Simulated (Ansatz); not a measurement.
## ZnGeP2, pressure series

Take ZnGeP₂ in the chalcopyrite structure (space group I-42d, No. 122; a = 5.4999 Å, c = 10.8447 Å) as the base.

Cell and atoms are relaxed at each pressure.

Method: PBE/PAW in Ansatz (a quantum-chemistry and plane-wave program), no spin-orbit coupling.

Two rows of this table had their results exchanged by mistake.

```csv
pressure,volume per atom (Å³),shortest distance (Å),band gap
pressure −2 GPa,21.10,2.380,0.98 eV
pressure −1 GPa,20.79,2.370,1.08 eV
pressure 2.1 GPa,19.96,2.341,1.19 eV
pressure 4.5 GPa,19.43,2.322,1.16 eV
pressure 9 GPa,16.18,2.185,0.79 eV
pressure 15 GPa,17.73,2.258,1.00 eV
pressure 22.5 GPa,16.87,2.218,0.89 eV
pressure 30 GPa,18.61,2.292,1.09 eV
```

**Question.** Which two?

**Answer.** The rows for pressure 9 GPa and pressure 30 GPa: the volume has to fall steadily with pressure, so 18.61 Å³ belongs to pressure 9 GPa and 16.18 Å³ to pressure 30 GPa.

Load acts through the strain it causes; cell and atoms are relaxed under it. Stability against distortions was not tested. Competing high-pressure phases were not computed.
